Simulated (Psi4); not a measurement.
Psi4 1.11, TPSS/def2-tzvp: Mg(H)(SiH3) ([MgH][SiH3]), 6 atoms. The geometry is a generated start, not checked to be a minimum at this level.

* **task**: energy
* **method**: tpss
* **basis**: def2-tzvp
* **memory**: 3 GB
* **maxiter**: 100
* **keys of the molecule block**: symmetry c1
* **scf_type**: df (default)
* **e_convergence**: 1e-06 (default)
* **d_convergence**: 1e-06 (default)
* **dft_radial_points**: 75 (default)
* **dft_spherical_points**: 302 (default)
* **basis functions**: 93
* **grid points**: 130948

```xyz
6

Mg    -1.4559    -0.8499    -0.1717
H     -2.9847    -1.5881    -0.4429
Si     0.6986     0.3650     0.1076
H      1.4291     0.1584     1.3835
H      0.5768     1.8439     0.0363
H      1.7361     0.0708    -0.9129
```

With the defaults (diis = true, scf_initial_accelerator = adiis, damping_percentage = 0, guess = auto, which took SAD, diis_max_vecs = 10, diis_start = 1) it converges in 7 SCF iterations. One run each on 2 threads, with these changes:
- guess = huckel
- damping_percentage = 60
- damping_percentage = 20
- diis_max_vecs = 6
- guess = sapgau
- diis_start = 4
- diis = false, scf_initial_accelerator = none, damping_percentage = 60
- diis_max_vecs = 3
- scf_initial_accelerator = none

Q: Which of these changes keep the SCF from converging, or lead it to another solution?

A: No convergence: diis = false, scf_initial_accelerator = none, damping_percentage = 60 (the run ends without SCF convergence in 100 iterations). The rest reach the solution of the defaults.

```csv
setting,SCF iterations,end
the defaults,7,same solution
diis_max_vecs = 6,7,same solution
scf_initial_accelerator = none,7,same solution
guess = huckel,8,same solution
diis_max_vecs = 3,8,same solution
guess = sapgau,8,same solution
diis_start = 4,10,same solution
damping_percentage = 20,17,same solution
damping_percentage = 60,46,same solution
"diis = false, scf_initial_accelerator = none, damping_percentage = 60",100,no convergence
```
